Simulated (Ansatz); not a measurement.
The reference is AlN in the zinc blende structure (space group F-43m, No. 216).

```
AlN
1.0
    0.00000     2.18885     2.18885
    2.18885     0.00000     2.18885
    2.18885     2.18885     0.00000
N Al
1 1
Direct
  0.75000   0.75000   0.75000
  0.00000   0.00000   0.00000
```

Level of theory: Ansatz (a quantum-chemistry and plane-wave program), PBEsol, PAW, cutoff 420 eV, scalar-relativistic without spin-orbit coupling.

Before the change:

```
Property     Value
--------  --------
Pressure  0.00 GPa
```

Perturbation: every lattice vector is shortened by 1.12 %, atoms relaxed at fixed cell.

Task: What does the calculation give for the energy relative to the base after the change?

Result: The energy goes up by 7.6 meV/atom.

Task: How does this affect the pressure?

Result: The pressure goes from zero to 7.22 GPa.

The cells carry an imposed strain or load. No phonon test of stability was made. This is not the structure that AlN has at room temperature and ambient pressure.
